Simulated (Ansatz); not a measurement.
Base system: ZnCu₂SnSe₄ (space group I-42m, No. 121; a = 5.6896 Å, c = 11.4159 Å).

The values are results of r2SCAN/PAW in Ansatz (a program for electronic structure), no spin-orbit coupling, earlier PAW set, not measurements.

Base values:

```
Quantity            Value
---------------  --------
Volume per atom  23.10 Å³
Band gap             zero
```

Modification: cell and atoms relaxed at a pressure of 50 GPa.

**Question.** How does this affect the electron mass, valence-band top at Γ, volume per atom and band gap?

**Answer.** The electron mass comes out as 0.16 mₑ along c, 0.12 mₑ across (at Γ); the valence-band top at Γ (three highest levels, from the VBM) comes out as 0.00, 0.00, -0.21 eV; the volume per atom shrinks by 6.73 Å³ (23.10 Å³ → 16.37 Å³); the band gap becomes 0.86 eV (base: zero).

Load acts through the strain it causes; cell and atoms are relaxed under it. Masses are band curvatures over ±0.01 Å⁻¹ around the edge. Stability against distortions was not tested. Competing high-pressure phases were not computed. The final runs are not spin-polarised. The zero or small gap of ZnCu2SnSe4 can change with the level of theory.
